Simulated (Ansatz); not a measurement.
The reference is NaCl in the zinc blende structure (space group F-43m, No. 216; a hypothetical phase, not in the database extracts checked).

```
CELL_PARAMETERS angstrom
      0.00000     3.08828     3.08828
      3.08828     0.00000     3.08828
      3.08828     3.08828     0.00000
ATOMIC_POSITIONS crystal
  Cl 0.25000 0.25000 0.25000
  Na 0.00000 0.00000 0.00000
```

Computed with r2SCAN (Ansatz, an electronic-structure program; PAW; 500 eV plane waves; no SOC).

Before the change:

* **Band gap**: 5.55 eV
* **Electron mass**: 0.48 mₑ (at Γ)
* **Width of the top valence band**: 0.35 eV
* **Density**: 1.65 g/cm³

It is then changed as follows: F takes the place of Cl on all its sites, then cell and atoms are relaxed.

### Question
Predict the new band gap, electron mass, width of the top valence band and density.

### Answer
The band gap rises by 0.71 eV, from 5.55 eV to 6.26 eV; the electron mass goes from 0.48 mₑ (at Γ) to 0.63 mₑ (at Γ); the width of the top valence band falls by 0.16 eV (0.35 eV → 0.19 eV); the density goes up by 0.50 g/cm³ to 2.15 g/cm³.

Masses are band curvatures over ±0.01 Å⁻¹ around the edge. No phonon test of stability was made. As relaxed here, NaF is a hypothetical phase, not in the database extracts checked.
